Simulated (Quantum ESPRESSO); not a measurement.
A self-consistent single point of a (001) slab of Te (cut from a parent of space group no. 152; 3 atoms in the cell) with Quantum ESPRESSO.

Method: LDA (PZ), GBRV 1.5 ultrasoft (LDA) pseudopotentials (plane waves; Quantum ESPRESSO).

The change in words: vacuum of 13.9 angstrom (first run: 14 Å); assume_isolated: default → 2D. Reference geometry:
```
Te
1.0
    4.43770     0.00000     0.00000
   -2.21885     3.84316     0.00000
    0.00000     0.00000    17.93360
Te
3
Cartesian
 -0.58356   1.01075   8.96680
  1.63529   2.83241  10.93359
  1.16712   0.00000   7.00000
```

Reference input (self-consistent single point, DFT, LDA (PZ), plane waves, GBRV 1.5 ultrasoft (LDA) pseudopotentials): ecutwfc = 40 Ry; ecutrho = 200 Ry; occupations = smearing; smearing = fermi-dirac; degauss = 0.00147 Ry; potentials = {Te: te_lda_v1.uspp.F.UPF}; K_POINTS = automatic 3 3 1 0 0 0; conv_thr = 1e-09 Ry; mixing_beta = 0.3. This run's input differs from it in these lines:

```diff
@@ -17,2 +17,3 @@
    degauss = 0.00147,
+   assume_isolated = '2D',
 /
@@ -25,5 +26,5 @@
 ATOMIC_POSITIONS crystal
-Te    0.00000000    0.26300000    0.50000000
-Te    0.73700000    0.73700000    0.60967100
-Te    0.26300000    0.00000000    0.39032900
+Te    1.00000000    0.26300000    0.00000000
+Te    0.73700000    0.73700000    0.11007900
+Te    0.26300000    0.00000000   -0.11007900
 K_POINTS automatic
@@ -33,3 +34,3 @@
   -2.21885003     3.84316098     0.00000000
-   0.00000000     0.00000000    17.93359500
+   0.00000000     0.00000000    17.86718100
```

Log, with long lists cut:

```
     Self-consistent Calculation

     iteration #  1     ecut=    40.00 Ry     beta= 0.30

---- Real-time Memory Report at c_bands before calling an iterative solver
           235 MiB given to the printing process from OS
            66 MiB allocation reported by mallinfo(arena+hblkhd)
------------------

     Threshold (ethr) on eigenvalues was too large:
     Diagonalizing with lowered threshold

---- Real-time Memory Report at c_bands before calling an iterative solver
           255 MiB given to the printing process from OS
            92 MiB allocation reported by mallinfo(arena+hblkhd)
------------------

   [... lines left out ...]
           288 MiB given to the printing process from OS
           123 MiB allocation reported by mallinfo(arena+hblkhd)
------------------

     negative rho (up, down):  5.110E-05 0.000E+00

     total energy              =     -79.52381063 Ry
     estimated scf accuracy    <       0.00000001 Ry

     iteration # 12     ecut=    40.00 Ry     beta= 0.30

---- Real-time Memory Report at c_bands before calling an iterative solver
           288 MiB given to the printing process from OS
           123 MiB allocation reported by mallinfo(arena+hblkhd)
------------------

     negative rho (up, down):  5.089E-05 0.000E+00
     End of self-consistent calculation

     the Fermi energy is    -5.2890 ev

!    total energy              =     -79.52381063 Ry
     estimated scf accuracy    <          5.6E-10 Ry
     smearing contrib. (-TS)   =      -0.00002221 Ry
     internal energy E=F+TS    =     -79.52378842 Ry

     convergence has been achieved in  12 iterations

     negative rho (up, down):  5.089E-05 0.000E+00

     Forces acting on atoms (cartesian axes, Ry/au):

     atom    1 type  1   force =    -0.00249512    0.00432167    0.00000000
     atom    2 type  1   force =    -0.00854279   -0.00781330   -0.03941391
     atom    3 type  1   force =     0.01103791    0.00349162    0.03941391

     Total force =     0.058308     Total SCF correction =     0.000020

     negative rho (up, down):  5.089E-05 0.000E+00
          total   stress  (Ry/bohr**3)                   (kbar)     P=      -19.81
  -0.00013215  -0.00000045  -0.00003535          -19.44       -0.07       -5.20
  -0.00000045  -0.00013164  -0.00002041           -0.07      -19.36       -3.00
  -0.00003535  -0.00002041  -0.00014023           -5.20       -3.00      -20.63

   JOB DONE.
```

The run converged in 12 iterations. Against the reference run the free energy goes up by 1.1 meV/atom, the largest force hardly changes (1.048 to 1.056 eV/Å) and the gap on the mesh stays at 0.218 eV.

The starting cell has typed, rounded lattice constants, without a prior relaxation at this level. The slab is cut from that crystal, and its faces are unrelaxed. Its lattice was rescaled by up to half a per cent. Spin-orbit coupling is off. Spin polarisation is off, though cut faces can carry moments; a gap of a slab can lie between surface states. Forces in this geometry exceed 1 eV/Å.
